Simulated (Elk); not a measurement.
A self-consistent single point of AgAu₃ (Pm-3m, 4 atoms in the cell) with Elk.

Level of theory: LDA (PW92), all-electron FP-LAPW, Elk's shipped species files, LAPW+lo basis run with Elk.

The change in words: lattice scaled by 0.98. Reference geometry:
```
AgAu3
1.0
    4.12163     0.00000     0.00000
    0.00000     4.12163     0.00000
    0.00000     0.00000     4.12163
Ag Au
1 3
Direct
  0.50000   0.50000   0.50000
  0.50000   0.00000   0.00000
  0.00000   0.50000   0.00000
  0.00000   0.00000   0.50000
```

Reference input (self-consistent single point, DFT, LDA (PW92), all-electron FP-LAPW, Elk's shipped species files, LAPW+lo basis): xctype = 3; rgkmax = 8; stype = 3; swidth = 0.00367493 Ha; ngridk = 6 6 6; gmaxvr = 16 1/bohr; nxoapwlo = 1; rmtscf = 0.92. This run's input differs from it in these lines:

```diff
@@ -25,5 +25,5 @@
 avec
-    7.7887518870    0.0000000000    0.0000000000
-    0.0000000000    7.7887518870    0.0000000000
-    0.0000000000    0.0000000000    7.7887518870
+    7.6329760934    0.0000000000    0.0000000000
+    0.0000000000    7.6329760934    0.0000000000
+    0.0000000000    0.0000000000    7.6329760934
```

The program printed (abridged):

```
│ Self-consistent loop started │
│ Loop number : 1 │
 total energy                :     -62414.9297696
│ Loop number : 2 │
 total energy                :     -62416.2162043
RMS change in Kohn-Sham potential (target) :   0.1347775407     (  0.1000000000E-05)
Absolute change in total energy (target)   :    1.286434674     (  0.1000000000E-03)
│ Loop number : 3 │
 total energy                :     -62421.9968458
RMS change in Kohn-Sham potential (target) :   0.1061193303     (  0.1000000000E-05)
Absolute change in total energy (target)   :    6.102250241     (  0.1000000000E-03)
│ Loop number : 4 │
   [... lines left out ...]
Absolute change in total energy (target)   :   0.7774003316E-03 (  0.1000000000E-03)
│ Loop number : 15 │
 total energy                :     -62424.6116452
RMS change in Kohn-Sham potential (target) :   0.4650290562E-07 (  0.1000000000E-05)
Absolute change in total energy (target)   :   0.1535514821E-03 (  0.1000000000E-03)
│ Loop number : 16 │
 total energy                :     -62424.6116240
RMS change in Kohn-Sham potential (target) :   0.2570053644E-07 (  0.1000000000E-05)
Absolute change in total energy (target)   :   0.5959936971E-04 (  0.1000000000E-03)
Convergence targets achieved

│ Loop number : 17 │

Energies :
 Fermi                       :     0.354784298554
 total energy                :     -62424.6116279

Density of states at Fermi energy :    43.70231018
 (states/Hartree/unit cell)

Estimated indirect band gap :   0.5623579427E-02
 from k-point      8 to k-point     14
Estimated direct band gap   :   0.5798421923E-02
 at k-point     14

Charges :
 core                        :    172.0000000
 valence                     :    112.0000000
 interstitial                :    5.325303941
 muffin-tins (core leakage)
  species :    1 (Ag)
   atom    1                 :    45.52095363     (  0.1070385736E-07)
  species :    2 (Au)
   atom    1                 :    77.71791414     (  0.3284451127E-03)
   atom    2                 :    77.71791414     (  0.3284451127E-03)
   atom    3                 :    77.71791414     (  0.3284451127E-03)
 total in muffin-tins        :    278.6746961
 total calculated charge     :    283.9855479
 total charge                :    284.0000000
 error                       :   0.1445212304E-01

│ Self-consistent loop stopped │
```

The run converged in 17 iterations. The count includes the last loop, which Elk runs after its targets are met. Against the reference run the free energy falls by 43.6 meV/atom.

The starting cell comes from a database of computed structures (which also holds hypothetical and non-ambient phases and stackings), without a prior relaxation at this level. For this run, on top of that: lattice scaled by 0.98. Spin-orbit coupling is off. Values depend on the basis (sphere radii, cutoffs, local orbitals), which need not be converged. The log's line on a gap gives a spacing of levels on this mesh, which the program prints for metals too.
